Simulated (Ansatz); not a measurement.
Functionals compared on the (21-30) surface of hcp Y in its 1x1 cell, outermost plane spacing 0.40 Å in the ideal cut, in Ansatz (plane waves, PAW). The structure was relaxed with PBE; the other rows are single points on it, each with its references at the same level. Cutoff 420 eV (500 eV for r2SCAN).

Slab: 18 atoms, 10.0 Å thick at the start (thin: gaps and levels are the slab's own); k 7x4x1, smearing 0.1 eV, dipole-corrected; all atoms relaxed; symmetry of the start imposed; no spin, no spin-orbit, no U. These notes are the PBE run's.

```csv
functional,surface energy (J/m²),work function of the top face (eV),rough cost of the single point
PBE,1.03,3.03,–
LDA,?,?,very roughly 4 core-minutes
PBEsol,1.13,3.07,about 4 core-minutes (a rough figure)
RPBE,0.94,2.93,very roughly 4 core-minutes
r2SCAN,1.08,3.08,roughly 8 core-minutes
```

Q: What belongs in the gaps?

A: 
- LDA, surface energy (J/m²): 1.18
- LDA, work function of the top face (eV): 3.20

Ansatz is an electronic-structure program.
